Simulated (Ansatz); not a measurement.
Effect of pressure 1.5 GPa on Rb

The parent structure is Rb in the bcc (W type) structure (space group Im-3m, No. 229; a = 5.7485 Å).

Perturbation: a hydrostatic pressure of 1.5 GPa.

Level of theory: Ansatz (a program for electronic structure), r2SCAN, PAW, cutoff 500 eV, scalar-relativistic without spin-orbit coupling. Settings: 12×12×12 k-points, 0.05 eV Fermi–Dirac smearing.

```tsv
quantity	base	changed	shift
volume per atom	94.98 Å³	69.25 Å³	-25.73 Å³
density	1.49 g/cm³	2.05 g/cm³	+0.56 g/cm³
lattice parameter a	5.748 Å	5.174 Å	-0.5747 Å
enthalpy H = E + PV relative to the base's energy	–	+0.74 eV/atom	–
band gap	zero	zero	–
```

Load acts through the strain it causes; cell and atoms are relaxed under it. Stability against distortions was not tested.
